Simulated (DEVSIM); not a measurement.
Structure: Ti/AlN/p-Ge capacitor, at 300 K.

| layer (left to right) | material | thickness (nm) | Na (cm⁻³) |
|---|---|---|---|
| 1 | AlN | 13.0 | - |
| 2 | Ge | 500 | 1.4e18 |

Metal gate on the left, work function 4.33 eV. Fixed charge at the semiconductor interface 1.8e12 cm⁻² (in units of +e); no interface traps.

Constants are typed, rounded textbook-type inputs, not results; the design itself was drawn at random and stands for no fabricated device. Values at 300 K.

```
parameter      AlN       Ge
-------------  ---  -------
gap (eV)       6.1    0.664
affinity (eV)  1.9        4
permittivity   8.5       16
Nc (cm⁻³)        -  1.04e19
Nv (cm⁻³)        -     6e18
```

Simulated with DEVSIM: 1D Poisson equation in equilibrium, Boltzmann statistics, complete ionisation; no quantum confinement or tunnelling. Metal contacts follow the ideal Schottky-Mott rule: no Fermi-level pinning, no interface dipoles.

The AlN thickness was swept, all else fixed.

```csv
AlN thickness (μm),threshold voltage (band bending 2φF) (V),flat-band voltage (V),minimum of the low-frequency capacitance (μF/cm²),capacitance of the dielectric stack (μF/cm²)
0.0052,0.50,-0.50,0.435,1.45
0.0072,0.58,-0.57,0.385,1.05
0.0091,…,-0.64,…,0.827
0.011,0.74,-0.72,0.324,0.684
0.013,0.82,-0.79,0.297,0.579
0.016,0.95,-0.91,0.265,0.470
```

Task: Fill in the missing entries.

Result: 
- 0.0091, threshold voltage (band bending 2φF) (V): 0.66
- 0.0091, minimum of the low-frequency capacitance (μF/cm²): 0.350
